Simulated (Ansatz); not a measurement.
We consider SnC8 (model structure, P6/mmm, No. 191, 9 atoms in the cell), described by PBE+SOC in Ansatz (PAW).

Input:

Ansatz 0.2 input:
```yaml
crystal:
  lattice:
    - [5.4961322107, 0.0, 0.0]
    - [0.0, 2.4640031485, 4.2677768523]
    - [0.0, -2.4640031485, 4.2677768523]
  atoms:
    - { symbol: C, position: [0.0, -0.0009529769, -0.0009529769] }
    - { symbol: C, position: [0.0, 0.1649811883, 0.1649811883] }
    - { symbol: C, position: [0.0, 0.4968470812, -0.0009528259] }
    - { symbol: C, position: [0.0, 0.6642467233, 0.1664474506] }
    - { symbol: C, position: [0.0, -0.0009528259, 0.4968470812] }
    - { symbol: C, position: [0.0, 0.1664474506, 0.6642467233] }
    - { symbol: C, position: [0.0, 0.4983143792, 0.4983143792] }
    - { symbol: C, position: [0.0, 0.6642475544, 0.6642475544] }
    - { symbol: Sn, position: [0.5, 0.8316714258, 0.8316714258] }
basis:
  ecutwfc: 520
  ecutrho_ratio: 4
  xc_grid: 2
kpoints:
  mp_grid: { grid: [10, 14, 14] }
hamiltonian:
  xc: pbe
  dispersion: none
  pseudopotentials: { kind: paw }
scf:
  occupations: { method: fermi_dirac, width: 0.05 }
  convergence: { dr2_threshold: 0.0000000009 }
output:
  forces: true
  stress: true
  eigenvalues: true
magnetization:
  noncollinear: true
  spin_orbit: true
```

The run printed, among other lines:

```
Crystal: 9 atoms, lattice volume = 115.593 Å³
Basis set: ecut = 520 eV, 3075 PW (Γ), exchange–correlation on 90×80×80 points (8 copies of the dense FFT grid, shifted against one another)
Bands: 64, of which v1, the nominal top of the filled ones, is band 46 counted from 1 (45 counted from 0)
Symmetry: 4 space group operations + 4 with time reversal
k-points: 342 of 1960 (time reversal used)
Initial density: superposition of atomic densities (chi_scale 0.1, normalization cell, long waves kept (reshape's long-wave potential 0.15 eV rms))
Functional: x = pbe(κ = 0.804, μ = 0.2195149727645171), c = pbe(β = 0.06672455060314922)
spin=Noncollinear: Kerker preconditioning applied to the charge; magnetization (m_x, m_y, m_z) channels mix plain (no charge-response kernel on spin).
SCF 1 converged in 12 iterations: F = -8031.286982 eV  dr2 = 5.57e-10
SCF converged after 12 iterations
Free energy (F): -8031.286982 eV
Internal energy: -8031.264503 eV  (E = F + TS)
E sigma→0 (E₀):  -8031.275743 eV
Fermi energy:    7.020845 eV
--- Forces (eV/Å), atoms counted from 1 ---
  atom   1  C      0.00000000     0.00000000     0.00494417
  atom   2  C      0.00000000     0.00000000    -0.00022402
  atom   3  C      0.00000000    -0.00417965    -0.00236800
  atom   4  C      0.00000000    -0.00412927     0.00249196
  atom   5  C      0.00000000     0.00417965    -0.00236800
  atom   6  C      0.00000000     0.00412927     0.00249196
  atom   7  C      0.00000000     0.00000000    -0.00001939
  atom   8  C      0.00000000     0.00000000    -0.00493316
  atom   9  Sn     0.00000000     0.00000000    -0.00001537
--- Stress (GPa, compression-positive) ---
        2.507581       0.000000       0.000000
        0.000000       2.696328       0.000000
        0.000000       0.000000       2.696371
  P = ⅓ Tr σ = 2.6334 GPa (26.334 kbar)
```

Note: the relaxation could raise the start's symmetry but not lower it, so the cell can be a saddle point. Note: cell and atoms aren't relaxed at this level (pressure 2.6 GPa). Note: the cell has widely spaced layers and the level no dispersion term, so their spacing and the moduli can rest on weak binding.

A model structure was made by putting elements into a prototype or built by hand; it is no filed structure, need not be a known phase, and can be a saddle point held by its symmetry.

Ansatz is a quantum-chemistry and plane-wave program.
